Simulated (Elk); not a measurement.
# Worked example: self-consistent single point of Cr3Cu (Pm-3m, 4 atoms in the cell) in Elk

Computed with LDA (PW92), all-electron FP-LAPW, Elk's shipped species files, LAPW+lo basis (Elk).

Input:

```
tasks
  0

rgkmax
  7.5

gmaxvr
  14.0

nxoapwlo
  1

rmtscf
  0.94

stype
  0

swidth
  0.00367493

maxscl
  100

scale
  1.889726125

avec
    3.6019200000    0.0000000000    0.0000000000
    0.0000000000    3.6019200000    0.0000000000
    0.0000000000    0.0000000000    3.6019200000

sppath
  'species/'

atoms
  2
  'Cr.in'
  3
  0.0000000000  0.5000000000  0.5000000000    0.0 0.0 0.0
  0.5000000000  0.0000000000  0.5000000000    0.0 0.0 0.0
  0.5000000000  0.5000000000  0.0000000000    0.0 0.0 0.0
  'Cu.in'
  1
  0.0000000000  0.0000000000  0.0000000000    0.0 0.0 0.0

ngridk
  12 12 12
```

Output, abridged:

```
│ Elk code version 10.2.4 │

All units are atomic (Hartree, Bohr, etc.)

│ Ground-state run starting from atomic densities │

Lattice vectors :
   6.806642324       0.000000000       0.000000000
   0.000000000       6.806642324       0.000000000
   0.000000000       0.000000000       6.806642324

Unit cell volume      :    315.3543236
Brillouin zone volume :   0.7865762253

Muffin-tin inner radius fraction :   0.1000000000E-01

Nuclei treated as point charges

Species :    1 (Cr)
 parameters loaded from : Cr.in
 name : chromium
 nuclear charge    :   -24.00000000
 electronic charge :    24.00000000
 atomic mass :    94783.09194
 muffin-tin radius :    2.256000000
 number of radial points in muffin-tin :    497
 atomic positions (lattice), magnetic fields (Cartesian) :
   1 :   0.00000000  0.50000000  0.50000000    0.00000000  0.00000000  0.00000000
   2 :   0.50000000  0.00000000  0.50000000    0.00000000  0.00000000  0.00000000
   3 :   0.50000000  0.50000000  0.00000000    0.00000000  0.00000000  0.00000000

Species :    2 (Cu)
 parameters loaded from : Cu.in
 name : copper
 nuclear charge    :   -29.00000000
 electronic charge :    29.00000000
 atomic mass :    115837.2717
 muffin-tin radius :    2.256000000
 number of radial points in muffin-tin :    497
 atomic positions (lattice), magnetic fields (Cartesian) :
   1 :   0.00000000  0.00000000  0.00000000    0.00000000  0.00000000  0.00000000

Total number of atoms per unit cell :    4

Spin treatment :
 spin-unpolarised

Number of Bravais lattice symmetries :   48
Number of crystal symmetries         :   48
Crystal has inversion symmetry
Real symmetric eigensolver will be used

k-point grid :     12    12    12
k-point offset :    0.000000000       0.000000000       0.000000000
k-point set is reduced with full crystal symmetry group
Total number of k-points :       84

Muffin-tin radius times maximum |G+k| :    7.500000000
 using average radius
   [... lines left out ...]
Maximum |G| for potential and density :    14.00000000
 potential will be trimmed for |G| > 2 gkmax
Constant for pseudocharge density :    8
Radial integration step length :    4

G-vector grid sizes :     32    32    32
Number of G-vectors :    14771

Maximum angular momentum used for
 APW functions                      :    8
 outer part of muffin-tin           :    6
 inner part of muffin-tin           :    1

Total nuclear charge    :   -101.0000000
Total core charge       :    42.00000000
Total valence charge    :    59.00000000
Total excess charge     :    0.000000000
Total electronic charge :    101.0000000

Effective Wigner radius, rₛ :   0.9066985799

Number of empty states         :   16
Total number of valence states :   46
Total number of core states    :   42

Total number of local-orbitals :   71

Exchange-correlation functional :      3     0     0
 Perdew-Wang/Ceperley-Alder, Phys. Rev. B 45, 13244 (1992)
 gradient requirement :    0
 local density approximation (LDA)

Smearing type :    0
 Gaussian
Smearing width :   0.3674930000E-02
Effective electronic temperature (K) :    1160.451112

Mixing type :    3
 Broyden mixing, J. Phys. A: Math. Gen. 17, L317 (1984)

Kohn-Sham potential initialised from atomic data
│ Self-consistent loop started │
│ Loop number : 1 │
 total energy                :     -4757.78805769
│ Loop number : 2 │
 total energy                :     -4760.54025088
RMS change in Kohn-Sham potential (target) :   0.5793682734     (  0.1000000000E-05)
Absolute change in total energy (target)   :    2.752193185     (  0.1000000000E-03)
│ Loop number : 3 │
 total energy                :     -4762.50186675
RMS change in Kohn-Sham potential (target) :   0.5860108671     (  0.1000000000E-05)
Absolute change in total energy (target)   :    2.649664172     (  0.1000000000E-03)
│ Loop number : 4 │
 total energy                :     -4781.08013147
RMS change in Kohn-Sham potential (target) :   0.2814601501     (  0.1000000000E-05)
Absolute change in total energy (target)   :    19.24068076     (  0.1000000000E-03)
│ Loop number : 5 │
 total energy                :     -4797.84629214
RMS change in Kohn-Sham potential (target) :   0.5863843475E-01 (  0.1000000000E-05)
Absolute change in total energy (target)   :    21.57633086     (  0.1000000000E-03)
   [... lines left out ...]
Absolute change in total energy (target)   :   0.7133457048E-03 (  0.1000000000E-03)
│ Loop number : 16 │
 total energy                :     -4799.06710970
RMS change in Kohn-Sham potential (target) :   0.8942230219E-05 (  0.1000000000E-05)
Absolute change in total energy (target)   :   0.1062272469E-02 (  0.1000000000E-03)
│ Loop number : 17 │
 total energy                :     -4799.06694650
RMS change in Kohn-Sham potential (target) :   0.2382210946E-05 (  0.1000000000E-05)
Absolute change in total energy (target)   :   0.4287656138E-03 (  0.1000000000E-03)
│ Loop number : 18 │
 total energy                :     -4799.06695074
RMS change in Kohn-Sham potential (target) :   0.1065847747E-05 (  0.1000000000E-05)
Absolute change in total energy (target)   :   0.1029534578E-03 (  0.1000000000E-03)
│ Loop number : 19 │
 total energy                :     -4799.06696014
RMS change in Kohn-Sham potential (target) :   0.8300876574E-07 (  0.1000000000E-05)
Absolute change in total energy (target)   :   0.1633921966E-04 (  0.1000000000E-03)
Convergence targets achieved

│ Loop number : 20 │

Energies :
 Fermi                       :     0.364002330480
 sum of eigenvalues          :     -2770.66039639
 electron kinetic            :      4860.45619964
 core electron kinetic       :      4373.65893172
 Coulomb                     :     -9454.30884939
 Coulomb potential           :     -7359.50003341
 nuclear-nuclear             :     -673.933926644
 electron-nuclear            :     -10201.2498121
 Hartree                     :      1420.87488934
 Madelung                    :     -5774.55883269
 xc potential                :     -271.616562622
 exchange                    :     -196.596998394
 correlation                 :     -8.61732030236
 total energy                :     -4799.06696845

Density of states at Fermi energy :    101.6472614
 (states/Hartree/unit cell)

Estimated indirect band gap :   0.1579451062E-04
 from k-point     84 to k-point     75
Estimated direct band gap   :   0.5785219032E-02
 at k-point     10

Charges :
 core                        :    42.00000000
 valence                     :    59.00000000
 interstitial                :    5.099169737
 muffin-tins (core leakage)
  species :    1 (Cr)
   atom    1                 :    22.57477168     (  0.9015010960E-10)
   atom    2                 :    22.57477168     (  0.9015010960E-10)
   atom    3                 :    22.57477168     (  0.9015010960E-10)
  species :    2 (Cu)
   atom    1                 :    28.17651523     (  0.3671185288E-03)
 total in muffin-tins        :    95.90083026
 total calculated charge     :    101.0026743
 total charge                :    101.0000000
 error                       :   0.2674270103E-02

│ Self-consistent loop stopped │
```

The run converged in 20 iterations. The count includes the last loop, which Elk runs after its targets are met.

The starting cell comes from a database of computed structures (which also holds hypothetical and non-ambient phases and stackings), without a prior relaxation at this level. Spin polarisation is off. Values depend on the basis (sphere radii, cutoffs, local orbitals), which need not be converged. The log's line on a gap gives a spacing of levels on this mesh, which the program prints for metals too.

Cost on one core of a shared machine: roughly 80 s.
